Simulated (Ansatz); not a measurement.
The parent structure is WSe₂ in the 2H-MoS2 type structure (space group P6_3/mmc, No. 194; a = 3.279 Å, c = 12.786 Å; layered, stacked along the Cartesian z axis). Axes: x lies along a and z along c of the hexagonal cell.

The values are results of PBE-D3(BJ) (Ansatz, an electronic-structure program, PAW, without spin-orbit coupling), not measurements.

Strains are applied to the cell and any free atomic positions relax; under biaxial strain the out-of-plane vector relaxes too; under stress the whole cell relaxes.

One change was made to it. Results:

```json
[
 {"quantity": "valence-band top at Γ (three highest levels, from the VBM)", "base": "0.00, -0.96, -1.20 eV", "after": "0.00, -1.01, -1.17 eV"},
 {"quantity": "hole mass", "base": "1.3 mₑ along c, 0.70 mₑ across (at Γ)", "after": "1.2 mₑ along z, 0.76 mₑ across (at Γ)"},
 {"quantity": "volume per atom", "base": "19.84 Å³", "after": "19.99 Å³"},
 {"quantity": "band gap", "base": "0.87 eV", "after": "0.91 eV"}
]
```

Q: Name the change that was made.
A. biaxial strain −1.83 %, plane normal [001], relaxed out of plane
B. uniaxial strain ε_zz = −1.06 %
C. isotropic strain +1.90 %
D. uniaxial stress, 0.5 GPa tension along z
E. biaxial strain −0.64 %, plane normal [001], relaxed out of plane

A: D, uniaxial stress, 0.5 GPa tension along z. For comparison, the valence-band top at Γ in the other runs: biaxial strain −1.83 %, plane normal [001], relaxed out of plane gives 0.00, -1.02, -1.12 eV; isotropic strain +1.90 % gives 0.00, -0.97, -1.04 eV; uniaxial strain ε_zz = −1.06 % gives 0.00, -0.88, -1.24 eV; biaxial strain −0.64 %, plane normal [001], relaxed out of plane gives 0.00, -0.99, -1.24 eV.

With W present, leaving out spin-orbit coupling can change the band edges. Masses are band curvatures over ±0.01 Å⁻¹ around the edge. Stability under load was not tested beyond the relaxation.
